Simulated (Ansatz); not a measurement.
Electronic density of states of amorphous Si₄₂O₄₂C₂₁, density 2.27 g/cm³, on a 2×2×2 Γ-centred mesh with a Gaussian width of 0.1 eV; energies count from the Fermi level, whose place inside the gap is arbitrary. Cell and mesh are small, so fine structure isn't converged. These are PBE, scalar-relativistic without spin-orbit coupling (plane waves to 420 eV, PAW; Ansatz, a first-principles code) values and carry that method's errors. Sampling: a 2×2×2 Γ-centred mesh; Fermi-Dirac width 0.01 eV; collinear spin, started from moments on atoms (at the end a net moment of 0.0 μB, with unpaired spins of both signs, a broken-symmetry state; no other order was tried). In the spin-polarised cell the level spacing at the Fermi energy can part levels of unlike spin. At PBE the levels at the filled edge of the gap are localised (band-tail or defect states).

The cell was made by melting and quenching with the CHGNet potential and then relaxed with DFT. O atoms were pushed apart under 1.9 Å during the dynamics, to hinder bonds among them. The hot cell started wider than the set density and was brought back towards it in steps. It is the lowest in DFT energy of 8 quenches. It is a model cell: composition and starting density were chosen by hand, and all elements were melted together. No dispersion term was used. Its density started from a set value of 2.17 and ended at 2.27 g/cm³. The simulated quench (nominally 810 K/ps over its main leg) is rapid and tends to freeze in more defects than a deposited or slowly cooled glass has. One small periodic cell is one sample of the glass; other quenches scatter about these values. Volume and shape were free in the relaxation.

(E - EF (eV), states/(eV atom)): (-12.00, 0.14); (-11.90, 0.15); (-11.80, 0.16); (-11.70, 0.17); (-11.60, 0.16); (-11.50, 0.14); (-11.40, 0.15); (-11.30, 0.19); (-11.20, 0.22); (-11.10, 0.18); (-11.00, 0.18); (-10.90, 0.18); (-10.80, 0.20); (-10.70, 0.24); (-10.60, 0.21); (-10.50, 0.21); (-10.40, 0.20); (-10.30, 0.20); (-10.20, 0.24); (-10.10, 0.27); (-10.00, 0.27); (-9.90, 0.26); (-9.80, 0.26); (-9.70, 0.25); (-9.60, 0.24); (-9.50, 0.26); (-9.40, 0.24); (-9.30, 0.24); (-9.20, 0.28); (-9.10, 0.26); (-9.00, 0.22); (-8.90, 0.25); (-8.80, 0.29); (-8.70, 0.29); (-8.60, 0.29); (-8.50, 0.35); (-8.40, 0.40); (-8.30, 0.39); (-8.20, 0.34); (-8.10, 0.28); (-8.00, 0.30); (-7.90, 0.30); (-7.80, 0.32); (-7.70, 0.33); (-7.60, 0.32); (-7.50, 0.37); (-7.40, 0.36); (-7.30, 0.33); (-7.20, 0.38); (-7.10, 0.40); (-7.00, 0.38); (-6.90, 0.32); (-6.80, 0.30); (-6.70, 0.35); (-6.60, 0.43); (-6.50, 0.41); (-6.40, 0.38); (-6.30, 0.47); (-6.20, 0.53); (-6.10, 0.52); (-6.00, 0.49); (-5.90, 0.49); (-5.80, 0.57); (-5.70, 0.59); (-5.60, 0.56); (-5.50, 0.60); (-5.40, 0.66); (-5.30, 0.70); (-5.20, 0.71); (-5.10, 0.67); (-5.00, 0.62); (-4.90, 0.58); (-4.80, 0.60); (-4.70, 0.64); (-4.60, 0.61); (-4.50, 0.61); (-4.40, 0.62); (-4.30, 0.55); (-4.20, 0.55); (-4.10, 0.57); (-4.00, 0.56); (-3.90, 0.50); (-3.80, 0.47); (-3.70, 0.44); (-3.60, 0.32); (-3.50, 0.29); (-3.40, 0.28); (-3.30, 0.28); (-3.20, 0.29); (-3.10, 0.26); (-3.00, 0.24); (-2.90, 0.25); (-2.80, 0.26); (-2.70, 0.17); (-2.60, 0.14); (-2.50, 0.17); (-2.40, 0.19); (-2.30, 0.19); (-2.20, 0.17); (-2.10, 0.20); (-2.00, 0.20); (-1.90, 0.16); (-1.80, 0.16); (-1.70, 0.23); (-1.60, 0.22); (-1.50, 0.16); (-1.40, 0.17); (-1.30, 0.21); (-1.20, 0.19); (-1.10, 0.12); (-1.00, 0.09); (-0.90, 0.09); (-0.80, 0.07); (-0.70, 0.06); (-0.60, 0.11); (-0.50, 0.10); (-0.40, 0.04); (-0.30, 0.03); (-0.20, 0.05); (-0.10, 0.01); (0.00, 0.00); (0.10, 0.02); (0.20, 0.09); (0.30, 0.13); (0.40, 0.15); (0.50, 0.21); (0.60, 0.18); (0.70, 0.15); (0.80, 0.13); (0.90, 0.12); (1.00, 0.12); (1.10, 0.10); (1.20, 0.11); (1.30, 0.11); (1.40, 0.09); (1.50, 0.11); (1.60, 0.19); (1.70, 0.16); (1.80, 0.15); (1.90, 0.20); (2.00, 0.22); (2.10, 0.17); (2.20, 0.19); (2.30, 0.27); (2.40, 0.28); (2.50, 0.24); (2.60, 0.22); (2.70, 0.26); (2.80, 0.29); (2.90, 0.25); (3.00, 0.26); (3.10, 0.31); (3.20, 0.37); (3.30, 0.38); (3.40, 0.33); (3.50, 0.29)

The level spacing at the Fermi energy on this mesh is 0.40 eV; the broadening fills part of it in the curve.
